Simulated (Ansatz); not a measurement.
Take TlCdBr$_{3}$ in the cubic perovskite structure (space group Pm-3m, No. 221; a = 5.463 Å; a hypothetical phase, not in the database extracts checked) as the base. Axes: x, y, z lie along the cube axes.

The values are results of r2SCAN, PAW, 500 eV (Ansatz, an electronic-structure program; scalar-relativistic without spin-orbit coupling), not measurements.

The change: uniaxial stress, 3 GPa compression along x; all other stress components relax to zero.

### Question
What happens to the secant Young's modulus along x and energy relative to the base?

### Answer
The secant Young's modulus along x amounts to 61 GPa; the energy rises by 14 meV/atom.

Load acts through the strain it causes; cell and atoms are relaxed under it. Stability under load was not tested beyond the relaxation. Many cubic perovskites are stable only at high temperature; tilts and polar distortions were not tested.
